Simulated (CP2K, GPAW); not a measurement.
A GPAW input for a self-consistent single point of HfO2 (P4_2/nmc, 6 atoms in the cell) (DFT PBE, plane waves, GPAW PAW datasets PBE (gpaw-data 1.0.1)):

```python
from ase import Atoms
from ase.units import GPa
from gpaw import GPAW

atoms = Atoms(['Hf', 'Hf', 'O', 'O', 'O', 'O'],
              cell=[[3.524930, 0.000000, 0.000000],
                    [0.000000, 3.524930, 0.000000],
                    [0.000000, 0.000000, 5.123762]],
              positions=[[1.762465, 1.762465, 2.561881],
                         [0.000000, 0.000000, 0.000000],
                         [0.000000, 1.762465, 3.572338],
                         [0.000000, 1.762465, 1.010457],
                         [1.762465, 0.000000, 4.113305],
                         [1.762465, 0.000000, 1.551424]],
              pbc=True)

calc = GPAW(mode={'name': 'pw', 'ecut': 950},
            xc='PBE',
            kpts={'size': (8, 8, 5), 'gamma': True},
            occupations={'name': 'fermi-dirac', 'width': 0.01},
            nbands=-4,
            convergence={'bands': -2},
            symmetry={'symmorphic': False, 'tolerance': 0.0005},
            maxiter=150)

atoms.calc = calc

energy = atoms.get_potential_energy()
print('Energy (eV):', round(energy, 6))
forces = atoms.get_forces()
print('Forces (eV/Ang):')
print(forces.round(5))
stress = atoms.get_stress()
print('Stress (GPa, Voigt):', (stress / GPa).round(4))
```

Problem. Translate this input to CP2K.

Solution. This is the input that was run; spellings and numerical settings could be chosen otherwise.

```
&GLOBAL
  PROJECT hfo2
  RUN_TYPE ENERGY_FORCE
  PRINT_LEVEL MEDIUM
&END GLOBAL
&FORCE_EVAL
  METHOD Quickstep
  STRESS_TENSOR ANALYTICAL
  &DFT
    BASIS_SET_FILE_NAME BASIS_MOLOPT
    POTENTIAL_FILE_NAME GTH_POTENTIALS
    &QS
      METHOD GPW
      EPS_DEFAULT 1E-11
    &END QS
    &MGRID
      CUTOFF 500
      REL_CUTOFF 50
      NGRIDS 5
    &END MGRID
    &SCF
      SCF_GUESS ATOMIC
      EPS_SCF 1E-6
      MAX_SCF 100
      ADDED_MOS 9
      &DIAGONALIZATION
        ALGORITHM STANDARD
      &END DIAGONALIZATION
      &MIXING
        METHOD BROYDEN_MIXING
        ALPHA 0.2
        NBUFFER 10
        BETA 1
      &END MIXING
      &SMEAR ON
        METHOD FERMI_DIRAC
        ELECTRONIC_TEMPERATURE [K] 116.05
      &END SMEAR
    &END SCF
    &KPOINTS
      SCHEME MONKHORST-PACK 8 8 5
      GAMMA_CENTERED T
    &END KPOINTS
    &XC
      &XC_FUNCTIONAL PBE
      &END XC_FUNCTIONAL
    &END XC
    &PRINT
      &MO
        EIGENVALUES T
        OCCUPATION_NUMBERS T
        NDIGITS 8
        FILENAME mo
        &EACH
          QS_SCF 0
        &END EACH
        ADD_LAST NUMERIC
      &END MO
      &MULLIKEN ON
      &END MULLIKEN
    &END PRINT
  &END DFT
  &SUBSYS
    &CELL
      A 3.52493000 0.00000000 0.00000000
      B 0.00000000 3.52493000 0.00000000
      C 0.00000000 0.00000000 5.12376200
      PERIODIC XYZ
    &END CELL
    &COORD
      SCALED
      Hf       0.50000000     0.50000000     0.50000000
      Hf       0.00000000     0.00000000     0.00000000
      O        0.00000000     0.50000000     0.69721000
      O        0.00000000     0.50000000     0.19721000
      O        0.50000000     0.00000000     0.80279000
      O        0.50000000     0.00000000     0.30279000
    &END COORD
    &KIND Hf
      BASIS_SET DZVP-MOLOPT-SR-GTH-q12
      POTENTIAL GTH-PBE-q12
    &END KIND
    &KIND O
      BASIS_SET DZVP-MOLOPT-SR-GTH-q6
      POTENTIAL GTH-PBE-q6
    &END KIND
  &END SUBSYS
  &PRINT
    &FORCES ON
    &END FORCES
    &STRESS_TENSOR ON
    &END STRESS_TENSOR
  &END PRINT
&END FORCE_EVAL
```

Basis settings and potentials, where a program has them, do not carry over. This input uses DFT PBE, GPW, DZVP-MOLOPT-SR-GTH basis, GTH-PBE potentials (GTH_POTENTIALS).

The starting cell comes from a database of computed structures (which also holds hypothetical and non-ambient phases and stackings), without a prior relaxation at this level. Its lattice was rescaled by a random factor within 2.5 % of one.
